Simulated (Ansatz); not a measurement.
Electronic density of states of amorphous B₁₄Te₄₂, density 6.03 g/cm³, on a 2×2×2 Γ-centred mesh with a Gaussian width of 0.1 eV; energies count from the Fermi level. Cell and mesh are small, so fine structure isn't converged. Calculation: PBE-D3(BJ), scalar-relativistic without spin-orbit coupling, PAW (Ansatz default set, large-core Te) (plane waves to 420 eV; Ansatz, a program for electronic structure). Sampling: a 2×2×2 Γ-centred mesh; Fermi-Dirac width 0.05 eV; no spin polarisation. The levels at the Fermi energy are partly filled. A closed spacing in one fast-quenched cell at PBE doesn't show the material to be a metal.

The cell was made by melting and quenching with the CHGNet potential and then relaxed with DFT. The hot cell started wider than the set density and was brought back towards it in steps. It is the lowest in DFT energy of 2 quenches. It is a model cell: composition and starting density were chosen by hand, and all elements were melted together. The geometry includes D3(BJ) dispersion. Its density started from a set value of 5.71 and ended at 6.03 g/cm³. The quench (nominally 140 K/ps over its main leg) was far faster than any real one, so the model tends to hold more defects than a real film. One small periodic cell is one sample of the glass; other quenches scatter about these values. The volume was free in the relaxation, at fixed shape. On a 2×2×2 Γ-centred mesh force components of up to 0.24 eV/Å stay, since the relaxation ran on one k-point at (1/4, 1/4, 1/4).

```tsv
E - EF (eV)	states/(eV atom)
-12.00	0.45
-11.90	0.40
-11.80	0.43
-11.70	0.42
-11.60	0.41
-11.50	0.38
-11.40	0.31
-11.30	0.40
-11.20	0.45
-11.10	0.38
-11.00	0.35
-10.90	0.35
-10.80	0.33
-10.70	0.40
-10.60	0.38
-10.50	0.38
-10.40	0.43
-10.30	0.42
-10.20	0.39
-10.10	0.37
-10.00	0.33
-9.90	0.30
-9.80	0.27
-9.70	0.19
-9.60	0.20
-9.50	0.15
-9.40	0.03
-9.30	0.04
-9.20	0.16
-9.10	0.13
-9.00	0.02
-8.90	0.00
-8.80	0.00
-8.70	0.00
-8.60	0.00
-8.50	0.01
-8.40	0.07
-8.30	0.17
-8.20	0.10
-8.10	0.01
-8.00	0.00
-7.90	0.05
-7.80	0.18
-7.70	0.14
-7.60	0.15
-7.50	0.20
-7.40	0.21
-7.30	0.18
-7.20	0.19
-7.10	0.11
-7.00	0.04
-6.90	0.13
-6.80	0.19
-6.70	0.18
-6.60	0.26
-6.50	0.21
-6.40	0.07
-6.30	0.01
-6.20	0.03
-6.10	0.14
-6.00	0.23
-5.90	0.23
-5.80	0.27
-5.70	0.28
-5.60	0.28
-5.50	0.41
-5.40	0.49
-5.30	0.47
-5.20	0.47
-5.10	0.56
-5.00	0.58
-4.90	0.51
-4.80	0.55
-4.70	0.56
-4.60	0.51
-4.50	0.55
-4.40	0.62
-4.30	0.62
-4.20	0.60
-4.10	0.57
-4.00	0.59
-3.90	0.60
-3.80	0.65
-3.70	0.68
-3.60	0.66
-3.50	0.61
-3.40	0.56
-3.30	0.57
-3.20	0.61
-3.10	0.64
-3.00	0.66
-2.90	0.61
-2.80	0.60
-2.70	0.68
-2.60	0.66
-2.50	0.67
-2.40	0.69
-2.30	0.67
-2.20	0.69
-2.10	0.67
-2.00	0.68
-1.90	0.69
-1.80	0.72
-1.70	0.68
-1.60	0.62
-1.50	0.60
-1.40	0.62
-1.30	0.66
-1.20	0.63
-1.10	0.66
-1.00	0.70
-0.90	0.68
-0.80	0.61
-0.70	0.54
-0.60	0.56
-0.50	0.53
-0.40	0.46
-0.30	0.43
-0.20	0.37
-0.10	0.38
0.00	0.33
0.10	0.28
0.20	0.26
0.30	0.30
0.40	0.34
0.50	0.36
0.60	0.42
0.70	0.46
0.80	0.49
0.90	0.51
1.00	0.59
1.10	0.64
1.20	0.61
1.30	0.54
1.40	0.56
1.50	0.57
1.60	0.50
1.70	0.42
```
